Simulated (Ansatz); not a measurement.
## BeTe, pressure series

Consider BeTe in the zinc blende structure (space group F-43m, No. 216; a = 5.604 Å).

Cell and atoms are relaxed at each pressure.

Method: PBEsol/PAW in Ansatz (a program for electronic structure), no spin-orbit coupling.

```
P (GPa)  V (Å³/atom)
-------  -----------
-2.01         22.806
-1.01         22.390
0.89          21.692
2.08          21.305
4.50          20.612
8.99          19.559
14.98         18.466
22.50         17.407
29.99         16.571
```

Fit a third-order Birch–Murnaghan equation of state.

Least squares on P(V) = (3B₀/2)[(V₀/V)^(7/3) − (V₀/V)^(5/3)]·[1 + (3/4)(B₀′ − 4)((V₀/V)^(2/3) − 1)] gives V₀ = 22.01 Å³/atom, B₀ = 60 GPa and B₀′ = 3.9.

Measured bulk modulus of BeTe: 67 GPa (room temperature; as listed in Elmahjoubi et al., arXiv (2023)); the computed value is for a static lattice, so the two differ by thermal effects too.

Between the base and pressure 4.5 GPa the gap moves from 1.84 eV to 1.67 eV, a mean slope of -38 meV/GPa.

Spin-orbit coupling, missing from the scalar runs, can matter with Te. Load acts through the strain it causes; cell and atoms are relaxed under it. Whether these cells are dynamically stable was not tested. Competing high-pressure phases were not computed.
